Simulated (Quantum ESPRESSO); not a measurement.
Quick settings and what they miss: FeSi (P2_13, 8 atoms in the cell)

Self-consistent single point.

```yaml
crystal:
  lattice:
    - [4.44711, 0.00000, 0.00000]
    - [0.00000, 4.44711, 0.00000]
    - [0.00000, 0.00000, 4.44711]
  atoms:
    - { symbol: Fe, position: [0.86309, 0.63691, 0.36309] }
    - { symbol: Fe, position: [0.63691, 0.36309, 0.86309] }
    - { symbol: Fe, position: [0.36309, 0.86309, 0.63691] }
    - { symbol: Fe, position: [0.13691, 0.13691, 0.13691] }
    - { symbol: Si, position: [0.15870, 0.34130, 0.65870] }
    - { symbol: Si, position: [0.34130, 0.65870, 0.15870] }
    - { symbol: Si, position: [0.65870, 0.15870, 0.34130] }
    - { symbol: Si, position: [0.84130, 0.84130, 0.84130] }
```

Method of the run: LDA (PZ), PSlibrary PAW (LDA) pseudopotentials (plane waves; Quantum ESPRESSO 7.5).

Base settings: ecutwfc = 55 Ry; ecutrho = 330 Ry; occupations = smearing; smearing = gauss; degauss = 0.0036749 Ry; potentials = {Fe: Fe.pz-n-kjpaw_psl.1.0.0.UPF, Si: Si.pz-n-kjpaw_psl.1.0.0.UPF}; K_POINTS = automatic 6 6 6 0 0 0; conv_thr = 1e-10 Ry; mixing_beta = 0.3.

Tight run (finer mesh or higher cutoff; not a proven limit): ecutwfc: 55 Ry → 77 Ry; ecutrho: 330 Ry → 462 Ry; conv_thr: 1e-10 Ry → 7.3e-11 Ry; K_POINTS: automatic 6 6 6 0 0 0 → automatic 9 9 9 0 0 0. It gave top of the valence band (on the code's own zero) 13.59 eV; gap on the k-point mesh 0.11 eV; pressure -12.08 GPa; largest force (vector length) 0.177 eV/Å.

Quick runs, as changes from the base:
- A: the base itself
- B: ecutwfc: 55 Ry → 28 Ry; ecutrho: 330 Ry → 168 Ry; K_POINTS: automatic 6 6 6 0 0 0 → automatic 4 4 4 0 0 0
- C: K_POINTS: automatic 6 6 6 0 0 0 → automatic 4 4 4 0 0 0
- D: ecutwfc: 55 Ry → 28 Ry; ecutrho: 330 Ry → 168 Ry; smearing: gauss → fd; degauss: 0.0036749 Ry → 0.019992 Ry; conv_thr: 1e-10 Ry → 7.3e-06 Ry; pseudopotentials: {Fe: Fe.pz-n-kjpaw_psl.1.0.0.UPF, Si: Si.pz-n-kjpaw_psl.1.0.0.UPF} → {Fe: Fe.pbe-n-kjpaw_psl.1.0.0.UPF, Si: Si.pbe-n-kjpaw_psl.1.0.0.UPF}; K_POINTS: automatic 6 6 6 0 0 0 → automatic 8 8 8 0 0 0; input_dft: default → pbesol [PBEsol]
- E: ecutwfc: 55 Ry → 33 Ry; ecutrho: 330 Ry → 198 Ry; K_POINTS: automatic 6 6 6 0 0 0 → automatic 1 1 1 0 0 0
- F: ecutwfc: 55 Ry → 38 Ry; ecutrho: 330 Ry → 228 Ry; K_POINTS: automatic 6 6 6 0 0 0 → automatic 4 4 4 0 0 0

Energies are extrapolated to zero smearing width, which holds to low order in the width alone (under cold and Methfessel-Paxton smearing the free energy itself is taken).

Dashes: energy of D, another energy zero; pressure of D, not trusted under this conv_thr with d or f elements; gap of D, no gap found; gap of E, left out as unsure on this mesh or at this smearing; time of E, under 30 s.

Gaps are read on each run's own mesh, which may miss the band edges.

† marks runs with another functional, U, potentials or spin treatment: their distance from the tight run is not a convergence error alone.

The count of work is k-points × plane waves × bands × iterations; it is no time. Core times come from one kind of shared machine and are given to one figure; runs under 30 s give none.

The starting cell comes from a database of computed structures (which also holds hypothetical and non-ambient phases and stackings), without a prior relaxation at this level. Its lattice was rescaled by a random factor within 2.5 % of one. Spin polarisation is off. In the base run, with a pressure of about -12 GPa the cell is away from its equilibrium volume at this level.

```tsv
run	energy less tight (meV/atom)	pressure less tight (GPa)	largest miss in a force vector (eV/Å)	gap on the mesh less tight (eV)	count of work / tight	core time / tight (rough)
A	2.2	-0.05	0.001	0.024	0.28	0.3
B	116.8	-12.87	0.025	0.031	0.045	0.08
C	1.6	-0.04	0.003	0.030	0.13	0.2
D†	–	–	0.319	–	0.091	0.2
E	473.8	2.03	0.361	–	0.0050	–
F	27.0	-0.06	0.003	0.031	0.064	0.1
```

Among the runs at the tight run's level, the energy misses run from 1.6 to 473.8 meV/atom.
